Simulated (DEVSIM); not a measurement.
Device: abrupt Si p-n junction, at 300 K.

```tsv
layer (left to right)	material	thickness (μm)	Nd (cm⁻³)	Na (cm⁻³)	τn (s)	τp (s)
1	Si	60.0	-	3.4e17	0.00035	0.00035
2	Si	32.0	3.3e17	-	0.00035	0.00035
```

Left contact: ohmic. Right contact: ohmic. Voltage is applied to the left contact. Recombination: SRH at mid-gap, Auger. Mobility is μmin + (μ − μmin)/(1 + (N/Nref)^α).

The device is made up for the run: typed textbook-type constants, with dimensions and the other settings drawn at random. Values at 300 K.

```csv
parameter,Si
gap (eV),1.124
affinity (eV),4.05
permittivity,11.7
Nc (cm⁻³),2.86e19
Nv (cm⁻³),3.1e19
μn (cm²/Vs),1417
μp (cm²/Vs),470
"μn,min",52
"μp,min",45
"Nref,n",9.7e16
"Nref,p",2.2e17
αn,0.68
αp,0.72
Cn (cm⁶/s),2.8e-31
Cp (cm⁶/s),9.9e-32
```

Simulated with DEVSIM: 1D drift-diffusion, Boltzmann statistics, complete ionisation; no tunnelling, impact ionisation, image-force lowering or self-heating.

**Question.** Tabulate band edges, carrier densities and field at zero bias.

**Answer.** Energies count from the Fermi level of the right contact; mesh points crowd at the junctions.

| x (μm) | Ec (eV) | Ev (eV) | n (cm⁻³) | p (cm⁻³) | field (V/cm) |
|---|---|---|---|---|---|
| 0.000 | 1.007 | -0.117 | 340 | 3.4e17 | ≈ 0 |
| 0.05437 | 1.007 | -0.117 | 340 | 3.4e17 | ≈ 0 |
| 0.2318 | 1.007 | -0.117 | 340 | 3.4e17 | ≈ 0 |
| 0.8110 | 1.007 | -0.117 | 340 | 3.4e17 | ≈ 0 |
| 4.074 | 1.007 | -0.117 | 340 | 3.4e17 | ≈ 0 |
| 13.35 | 1.007 | -0.117 | 340 | 3.4e17 | ≈ 0 |
| 39.23 | 1.007 | -0.117 | 340 | 3.4e17 | ≈ 0 |
| 55.79 | 1.007 | -0.117 | 340 | 3.4e17 | ≈ 0 |
| 58.73 | 1.007 | -0.117 | 340 | 3.4e17 | ≈ 0 |
| 59.64 | 1.007 | -0.117 | 340 | 3.4e17 | ≈ 0 |
| 59.91 | 1.007 | -0.117 | 340 | 3.4e17 | -14 |
| 60.00 | 0.559 | -0.565 | 1.2e10 | 1.0e10 | -210000 |
| 60.05 | 0.118 | -1.006 | 3.0e17 | 390 | -3400 |
| 60.23 | 0.115 | -1.009 | 3.3e17 | 350 | ≈ 0 |
| 61.23 | 0.115 | -1.009 | 3.3e17 | 350 | ≈ 0 |
| 64.06 | 0.115 | -1.009 | 3.3e17 | 350 | ≈ 0 |
| 73.30 | 0.115 | -1.009 | 3.3e17 | 350 | ≈ 0 |
| 86.00 | 0.115 | -1.009 | 3.3e17 | 350 | ≈ 0 |
| 90.80 | 0.115 | -1.009 | 3.3e17 | 350 | ≈ 0 |
| 91.65 | 0.115 | -1.009 | 3.3e17 | 350 | ≈ 0 |
| 91.91 | 0.115 | -1.009 | 3.3e17 | 350 | ≈ 0 |
| 92.00 | 0.115 | -1.009 | 3.3e17 | 350 | ≈ 0 |
